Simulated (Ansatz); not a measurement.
The reference is BeSe in the zinc blende structure (space group F-43m, No. 216; a = 5.1289 Å).

Now apply this change: the cell is scaled by 1.0128 in all directions, atoms relaxed at fixed cell.

Levels (all Ansatz, an electronic-structure program, PAW): PBEsol (420 eV, no SOC); PBEsol+SOC (420 eV, with spin-orbit coupling).

The geometry is relaxed with PBEsol.

| Property | Value |
|---|---|
| PBEsol valence-band top at Γ | 0.00, 0.00, 0.00 eV |
| PBEsol lowest conduction level above the VBM at special points | X 2.55 eV; K 3.67 eV; U 3.67 eV; Γ 4.01 eV |

With PBEsol+SOC at the same geometry, the valence-band top at Γ (three highest Kramers pairs, from the VBM) changes from 0.00, 0.00, 0.00 eV to 0.00, 0.00, -0.44 eV; the lowest conduction level above the VBM at special points changes from X 2.55 eV; K 3.67 eV; U 3.67 eV; Γ 4.01 eV to X 2.40 eV; K 3.52 eV; U 3.52 eV; Γ 3.87 eV; the hole mass (degenerate bands, along [100]) comes out as 0.27, 0.47 mₑ (at Γ). The threefold valence maximum splits by Δso ≈ 0.44 eV.

Single points use the geometry relaxed with PBEsol. Differences between runs with and without spin-orbit coupling are approximate. The levels and masses belong to the bands next to the band gap. The cells carry an imposed strain or load. Masses are band curvatures over ±0.01 Å⁻¹ around the edge. Whether these cells are dynamically stable was not tested.
